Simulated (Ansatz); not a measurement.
A self-consistent single point of Hg (Imma, 2 atoms in the cell) with Ansatz (a program for electronic structure).

Method: LDA (PW92), default PAW files made with PBE (plane waves; Ansatz).

The change in words: lattice scaled by 0.98; basis.ecutwfc: 30.9 Ry → 74.2 Ry. Reference geometry:
```yaml
crystal:
  lattice:
    - [-2.91511, 2.91511, 1.56469]
    - [2.91511, -2.91511, 1.56469]
    - [2.91511, 2.91511, -1.56469]
  atoms:
    - { symbol: Hg, position: [0.76598, 0.26598, 0.50000] }
    - { symbol: Hg, position: [0.00000, 0.00000, 0.00000] }
```

Reference input (self-consistent single point, DFT, LDA (PW92), plane waves, default PAW files made with PBE): basis.ecutwfc = 30.9 Ry; kpoints.mp_grid.grid = 8 8 8; hamiltonian.xc = lda; hamiltonian.pseudopotentials = {kind: paw} (the program's default PAW files); scf.occupations.method = gaussian; scf.occupations.width = 0.0073 Ry. This run's input differs from it in these lines:

Ansatz 0.2 input:
```diff
@@ -2,10 +2,10 @@
   lattice:
-    - [-2.91510600, 2.91510600, 1.56469200]
-    - [2.91510600, -2.91510600, 1.56469200]
-    - [2.91510600, 2.91510600, -1.56469200]
+    - [-2.85680400, 2.85680400, 1.53339800]
+    - [2.85680400, -2.85680400, 1.53339800]
+    - [2.85680400, 2.85680400, -1.53339800]
   atoms:
-    - { symbol: Hg, position_ang: [0.00000000, 2.91510600, 0.83234730] }
+    - { symbol: Hg, position_ang: [0.00000000, 2.85680400, 0.81570027] }
     - { symbol: Hg, position_ang: [0.00000000, 0.00000000, 0.00000000] }
 basis:
-  ecutwfc: 30.9 Ry
+  ecutwfc: 74.2 Ry
 kpoints:
```

Log, with long lists cut:

```
SCF iter   1: F=—  HF=-27044.836844 eV  |F-HF|=—  |Δ(HF+E_count)|=         —  Δρ=4.95e-3  dr2=9.56e-3  ethr=1.77e-3  ⟨swp⟩=5.8  Hψ=9008  notcnv=0
all-band conjugate gradients solve this SCF's bands
preconditioner: auto → Kerker (q_TF=auto, 2.628 Å⁻¹)
SCF iter   2: F=—  HF=-27044.835336 eV  |F-HF|=—  |Δ(HF+E_count)|=   1.51e-3  Δρ=2.30e-3  dr2=1.73e-3  ethr=2.39e-5  ⟨swp⟩=2.1  Hψ=3845  notcnv=0
SCF iter   3: F=—  HF=-27044.834753 eV  |F-HF|=—  |Δ(HF+E_count)|=   5.83e-4  Δρ=5.07e-4  dr2=4.52e-5  ethr=4.32e-6  ⟨swp⟩=2.1  Hψ=3227  notcnv=0
SCF iter   4: F=—  HF=-27044.834706 eV  |F-HF|=—  |Δ(HF+E_count)|=   4.69e-5  Δρ=5.81e-5  dr2=1.15e-6  ethr=1.13e-7  ⟨swp⟩=2.8  Hψ=4090  notcnv=0
SCF iter   5: F=—  HF=-27044.834706 eV  |F-HF|=—  |Δ(HF+E_count)|=   2.48e-8  Δρ=1.57e-5  dr2=1.14e-7  ethr=2.89e-9  ⟨swp⟩=2.4  Hψ=3991  notcnv=0
SCF iter   6: F=-27044.834706 eV  HF=-27044.834706 eV  |F-HF|=3.73e-9  |Δ(HF+E_count)|=   1.19e-8  Δρ=3.81e-6  dr2=1.06e-8  ethr=2.50e-10  ⟨swp⟩=4.5  Hψ=7372  notcnv=0
SCF 1 converged in 6 iterations: F = -27044.834706 eV  dr2 = 1.06e-8
Free energy (F): -27044.834706 eV
Internal energy: -27044.831371 eV  (E = F + TS)
E sigma→0 (E₀):  -27044.833039 eV
Entropy (-TS):   -0.003335 eV (-1.668 meV/atom)
Fermi energy:    13.437879 eV
--- Forces (eV/Å), atoms counted from 1 ---
  atom   1  Hg     0.00000000     0.00000000     0.00742261
  atom   2  Hg     0.00000000     0.00000000    -0.00742261
--- Stress (GPa, compression-positive) ---
       -2.556021       0.000000       0.000000
        0.000000      -2.591462       0.000000
        0.000000       0.000000      -3.563725
  P = ⅓ Tr σ = -2.9037 GPa (-29.037 kbar)
  The stress holds the Pulay correction. Without it, at fixed plane waves, as pw.x and ABINIT print it: P = -2.9058 GPa
```

The run converged in 6 iterations. Against the reference run the free energy goes down by 38.7 meV/atom, the pressure goes from -4.47 to -2.90 GPa and the largest force hardly changes (0.005 to 0.007 eV/Å).

The starting cell comes from a database of computed structures (which also holds hypothetical and non-ambient phases and stackings), without a prior relaxation at this level. Its lattice was rescaled by up to half a per cent. One atom was moved a little off its site on purpose. For this run, on top of that: lattice scaled by 0.98. Ansatz's pressure includes its estimate of the finite-basis (Pulay) stress.
